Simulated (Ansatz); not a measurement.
Defect: O vacancy in bixbyite In2O3, charge state +2. Level of theory: PBE, PAW (plane waves to 420 eV; Ansatz, a first-principles code).

Settings: 80 host sites, the relaxed PBE lattice, one k-point at (0.250, 0.250, 0.250), smearing 0.01 eV, spin-restricted, no image-charge correction. Energies are static. The charge state is imposed; whether it is stable for some Fermi level was not computed. Forms of the defect that were not tried may lie lower.

Barriers: single points on a 2×2×2 k-point mesh shifted by half a step at the bands' geometries.

A. a nearby O atom hops onto the vacant site; the atom moves 2.64 Å along (0.17, 0.00, -0.19) of the unit cell; the moving atom starts with neighbours In at 2.09, In at 2.25, In at 2.29, In at 2.44 Å and ends with In at 2.09, In at 2.25, In at 2.29, In at 2.44 Å; saddle order first order.
B. a nearby O atom hops onto the vacant site; the atom moves 2.57 Å along (-0.04, -0.04, 0.24) of the unit cell; the moving atom starts with neighbours In at 2.16, In at 2.17, In at 2.27, In at 2.31 Å and ends with In at 2.16, In at 2.21, In at 2.26, In at 2.30; O at 2.80 Å; saddle order first order.
C. a nearby O atom hops onto the vacant site; the atom moves 3.35 Å along (0.23, 0.23, 0.04) of the unit cell; the moving atom starts with neighbours In at 2.18, 2 In at 2.21, In at 2.27; O at 2.82 Å and ends with In at 2.12, In at 2.22, In at 2.24, In at 2.27 Å; saddle order first order.
D. a nearby O atom hops onto the vacant site; the atom moves 2.38 Å along (-0.04, 0.23, 0.00) of the unit cell; the moving atom starts with neighbours In at 2.15, In at 2.17, In at 2.28, In at 2.35 Å and ends with In at 2.13, In at 2.19, In at 2.33, In at 2.35 Å; saddle order first order.

Q: Rank these by forward barrier (lowest first), as PBE, PAW gives it.

A: A (0.55 eV), D (0.80 eV), B (1.11 eV), C (1.39 eV)
